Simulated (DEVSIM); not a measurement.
Device: Ru/Al2O3/n-Ge capacitor, at 300 K.

Layer 1 from the left is Al2O3, thickness (nm) 3.30. Layer 2 from the left is Ge, thickness (nm) 340, Nd (cm⁻³) 3e18.

Metal gate on the left, work function 4.7 eV. Fixed charge at the semiconductor interface 2.8e10 cm⁻² (in units of +e); no interface traps.

This is a model device: material constants are rounded textbook-type values typed into the input, and sizes, dopings and lifetimes were drawn at random. Values at 300 K.

Al2O3: gap (eV) 6.8, affinity (eV) 1.35, permittivity 9. Ge: gap (eV) 0.664, affinity (eV) 4, permittivity 16, Nc (cm⁻³) 1.04e19, Nv (cm⁻³) 6e18.

DEVSIM, 1D Poisson equation in equilibrium, Boltzmann statistics, complete ionisation; no quantum confinement or tunnelling. Metal contacts follow the ideal Schottky-Mott rule: no Fermi-level pinning, no interface dipoles.

What does the simulation give for the flat-band voltage, the minimum of the low-frequency capacitance?

flat-band voltage 0.67 V; minimum of the low-frequency capacitance 0.631 μF/cm².
